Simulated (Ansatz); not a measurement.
An Ansatz (a quantum-chemistry and plane-wave program) input (r2SCAN/PAW in Ansatz, without spin-orbit coupling):

Ansatz 0.2 input:
```yaml
crystal:
  lattice:
    - [3.5393063769, 0, 0]
    - [0, 3.5393063769, 0]
    - [1.7696531884, -1.7696531884, 2.4204202498]
  atoms:
    - { symbol: N, position: [0, 0, 0] }
    - { symbol: Y, position: [0.5, 0.5, 1] }
basis: { ecutwfc: 500, ecutrho_ratio: 4, xc_grid: 4, fft_grid_basis: typed }
kpoints: { mp_grid: { grid: [12, 12, 12] } }
hamiltonian:
  xc: r2scan
  dispersion: none
  pseudopotentials: { kind: paw }
scf: { occupations: { method: fermi_dirac, width: 0.05 } }
relax: { f_tol: 0.005, max_steps: 50, cell: { stress_tol: 0.01, fix: [a, b, gamma] } }
output: { forces: true, stress: true }
checkpoint: { write: state.ck, write_every: 1000 }
```

Question: Which symmetry and how many k-points will the program report, and about how many plane waves at Γ?

Answer: Space group I4/mmm (ITA 139) with 16 operations, k-points 163 of 1728, and 757 plane waves at Γ.

Question: And the final pressure?

Answer: -4.88 GPa (compression positive).

The cells carry an imposed strain or load. No phonon test of stability was made. The cell was made from YN in the rock salt structure (space group Fm-3m, No. 225) by this change: biaxial strain +2.24 %, plane normal [001], relaxed out of plane.
